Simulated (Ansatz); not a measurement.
Input and output of a relaxation of the atoms for MoCl6 (P31m, 7 atoms in the cell) (Ansatz, a first-principles code).

Method of the run: LDA (PW92), default PAW files made with PBE (plane waves; Ansatz).

The change in words: one atom moved by 0.15 angstrom; relax: default → atoms; relax.f_tol: default → 0.001 eV/Å. Reference geometry:
```
MoCl6
1.0
    6.15496     0.00000     0.00000
   -3.07748     5.33035     0.00000
    0.00000     0.00000     5.64892
Mo Cl
1 6
Direct
  0.00000   0.00000   0.50000
  0.30361   0.30361   0.26629
  0.69639   0.69639   0.73371
  0.69639   0.00000   0.26629
  0.30361   0.00000   0.73371
  0.00000   0.69639   0.26629
  0.00000   0.30361   0.73371
```

Reference input (self-consistent single point, DFT, LDA (PW92), plane waves, default PAW files made with PBE): basis.ecutwfc = 420 eV; kpoints.mp_grid.grid = 5 5 5; hamiltonian.xc = lda; hamiltonian.pseudopotentials = {kind: paw} (the program's default PAW files); scf.occupations.method = fixed. This run's input differs from it in these lines:

```diff
@@ -6,3 +6,3 @@
   atoms:
-    - { symbol: Mo, position_ang: [0.00000000, 0.00000000, 2.82446100] }
+    - { symbol: Mo, position_ang: [0.00000000, 0.00000000, 2.97446247] }
     - { symbol: Cl, position_ang: [0.93435370, 1.61834817, 1.50425144] }
@@ -22,2 +22,4 @@
   occupations: { method: fixed }
+relax:
+  f_tol: 0.001
 output:
```

The program printed (abridged):

```
   [... SCF lines of the steps left out ...]
relax step   1: F+E_penalty+E_count = -11112.06686907 eV  Δ(F+E_penalty+E_count) = +0.000e0 eV  max|allowed force component| = 2.530e0 eV/Å  Δτ_max = 0.0000 Å  (8 SCF iters, dr2 threshold 1.00e-7 eV, accepted)
relax step   2: F+E_penalty+E_count = -11112.21996656 eV  Δ(F+E_penalty+E_count) = -1.531e-1 eV  max|allowed force component| = 1.154e0 eV/Å  Δτ_max = 0.0683 Å  (6 SCF iters, dr2 threshold 1.00e-4 eV, accepted)
   [... lines left out ...]
relax step   5: F+E_penalty+E_count = -11112.25855056 eV  Δ(F+E_penalty+E_count) = -4.145e-5 eV  max|allowed force component| = 6.073e-3 eV/Å  Δτ_max = 0.0017 Å  (5 SCF iters, dr2 threshold 1.61e-8 eV, accepted)
relax step   6: F+E_penalty+E_count = -11112.25857065 eV  Δ(F+E_penalty+E_count) = -2.009e-5 eV  max|allowed force component| = 9.947e-5 eV/Å  Δτ_max = 0.0012 Å  (6 SCF iters, dr2 threshold 2.31e-9 eV, accepted)
relax step   7: F+E_penalty+E_count = -11112.25857065 eV  Δ(F+E_penalty+E_count) = -1.819e-10 eV  max|allowed force component| = 1.315e-4 eV/Å  Δτ_max = 0.0000 Å  (2 SCF iters, accepted)
the relaxation is at rest under the 6 symmetry operations that the run kept from its start: a minimum is not shown …
Stability not checked: this state was not tested for a lower state beside it, because too few of the mixer's solves of this state at the end of the SCF gave a …
Free energy (F): -11112.258571 eV
Internal energy: -11112.258571 eV  (E = F + TS)
E sigma→0 (E₀):  -11112.258571 eV
Fermi energy:    1.692890 eV
--- Forces (eV/Å), atoms counted from 1 ---
  atom   1  Mo     0.00000000     0.00000000     0.00013081
  atom   2  Cl    -0.00004235    -0.00007335    -0.00010604
   [... lines left out ...]
    - { symbol: Cl, position: [0.6977847478555681, -1.1913523117220387e-19, 0.26971315116436806] }
    - { symbol: Cl, position: [0.3022134311451193, -1.1913523117220387e-19, 0.7378743924869211] }
    - { symbol: Cl, position: [0.0, 0.6977847478555681, 0.26971315116436806] }
    - { symbol: Cl, position: [-2.7755575615628914e-17, 0.3022134311451193, 0.7378743924869211] }
```

The run converged. 

Summary of the result:
| Item | Value |
|---|---|
| Free energy E − TS (on the zero of these files) | -11112.2586 eV |
| Top of the valence band (on the code's own zero) | 1.69 eV |
| Gap on the k-point mesh | 0.99 eV |
| Pressure | -1.63 GPa |
| Relaxation steps | 7 |

The starting cell comes from a database of computed structures (which also holds hypothetical and non-ambient phases and stackings), without a prior relaxation at this level. Its lattice was rescaled by up to half a per cent. For this run, on top of that: one atom moved by 0.15 angstrom. The relaxation keeps the symmetry of its start, so its end need not be a minimum. Ansatz's pressure includes its estimate of the finite-basis (Pulay) stress.

Cost on one core of a shared machine: roughly 2 min.

Keys are those of Ansatz 0.2.
